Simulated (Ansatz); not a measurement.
Worked example: self-consistent single point of LuCd (P4mm, 2 atoms in the cell) in Ansatz (a first-principles code).

Level of theory: PBEsol, default PAW files made with PBE (plane waves; Ansatz).

The change in words: lattice scaled by 0.98; basis.ecutrho_ratio: default → 2. Reference geometry:
```
LuCd
1.0
    3.62278     0.00000     0.00000
    0.00000     3.62278     0.00000
    0.00000     0.00000     3.62278
Lu Cd
1 1
Direct
  0.50000   0.50000   0.51380
  0.00000   0.00000   0.00000
```

Reference input (self-consistent single point, DFT, PBEsol, plane waves, default PAW files made with PBE): basis.ecutwfc = 420 eV; kpoints.mp_grid.grid = 9 9 9; hamiltonian.xc = pbesol; hamiltonian.pseudopotentials = {kind: paw} (the program's default PAW files); scf.occupations.method = fermi_dirac; scf.occupations.width = 0.1 eV. This run's input differs from it in these lines:

Ansatz 0.2 input:
```diff
@@ -2,5 +2,5 @@
   lattice:
-    - [3.622785, 0.000000, 0.000000]
-    - [0.000000, 3.622785, 0.000000]
-    - [0.000000, 0.000000, 3.622785]
+    - [3.550329, 0.000000, 0.000000]
+    - [0.000000, 3.550329, 0.000000]
+    - [0.000000, 0.000000, 3.550329]
   atoms:
@@ -10,2 +10,3 @@
   ecutwfc: 420.0
+  ecutrho_ratio: 2
 kpoints:
```

The program printed (abridged):

```
SCF iter   1: F=—  HF=-22796.151364 eV  |F-HF|=—  |Δ(HF+E_count)|=         —  Δρ=4.91e-3  dr2=8.88e-3  ethr=1.77e-3  ⟨swp⟩=5.1  Hψ=10194  notcnv=0
all-band conjugate gradients solve this SCF's bands
preconditioner: auto → Kerker (q_TF=auto, 2.731 Å⁻¹)
SCF iter   2: F=—  HF=-22796.148172 eV  |F-HF|=—  |Δ(HF+E_count)|=   3.19e-3  Δρ=1.59e-3  dr2=9.33e-4  ethr=1.97e-5  ⟨swp⟩=2.2  Hψ=4496  notcnv=0
SCF iter   3: F=—  HF=-22796.148088 eV  |F-HF|=—  |Δ(HF+E_count)|=   8.32e-5  Δρ=6.99e-4  dr2=1.07e-4  ethr=2.07e-6  ⟨swp⟩=2.7  Hψ=4564  notcnv=0
SCF iter   4: F=—  HF=-22796.147997 eV  |F-HF|=—  |Δ(HF+E_count)|=   9.12e-5  Δρ=4.75e-4  dr2=3.62e-5  ethr=2.37e-7  ⟨swp⟩=3.0  Hψ=4229  notcnv=0
SCF iter   5: F=—  HF=-22796.148022 eV  |F-HF|=—  |Δ(HF+E_count)|=   2.45e-5  Δρ=9.49e-5  dr2=3.59e-6  ethr=8.04e-8  ⟨swp⟩=2.0  Hψ=3548  notcnv=0
SCF iter   6: F=—  HF=-22796.148021 eV  |F-HF|=—  |Δ(HF+E_count)|=   5.32e-7  Δρ=2.75e-5  dr2=2.72e-7  ethr=7.99e-9  ⟨swp⟩=2.1  Hψ=3716  notcnv=0
SCF iter   7: F=-22796.148021 eV  HF=-22796.148021 eV  |F-HF|=2.04e-8  |Δ(HF+E_count)|=   3.58e-8  Δρ=1.06e-5  dr2=3.40e-8  ethr=2.22e-10  ⟨swp⟩=8.5  Hψ=12617  notcnv=0
SCF 1 converged in 7 iterations: F = -22796.148021 eV  dr2 = 3.40e-8
Free energy (F): -22796.148021 eV
Internal energy: -22796.097163 eV  (E = F + TS)
E sigma→0 (E₀):  -22796.122592 eV
Entropy (-TS):   -0.050858 eV (-25.429 meV/atom)
Fermi energy:    16.205680 eV
--- Forces (eV/Å), atoms counted from 1 ---
  atom   1  Lu     0.00000000     0.00000000    -0.20073432
  atom   2  Cd     0.00000000     0.00000000     0.20076555
--- Stress (GPa, compression-positive) ---
        3.777575       0.000000      -0.000000
        0.000000       3.777575       0.000000
       -0.000000       0.000000       3.724303
  P = ⅓ Tr σ = 3.7598 GPa (37.598 kbar)
  The stress holds the Pulay correction, which leaves out the density cutoff's part. Without it, at fixed plane waves, as pw.x and ABINIT print it …
settings of this run that can trade accuracy for cost: basis.ecutrho_ratio < 4. Do not mix this run's numbers with those of runs without the same settings …
```

The run converged in 7 iterations. Against the reference run the free energy rises by 12.1 meV/atom, the pressure goes from -0.81 to 3.76 GPa and the largest force goes from 0.163 to 0.201 eV/Å. The full log also holds: “WARN basis.ecutrho_ratio = 2 (ecutrho = 840 eV) is below the records' recommended cutoff”.

The starting cell comes from a database of computed structures (which also holds hypothetical and non-ambient phases and stackings), without a prior relaxation at this level. Its lattice was rescaled by up to half a per cent. One atom was moved a little off its site on purpose. For this run, on top of that: lattice scaled by 0.98. Ansatz's pressure includes its estimate of the finite-basis (Pulay) stress. The cutoff lies below the one recommended for these files.
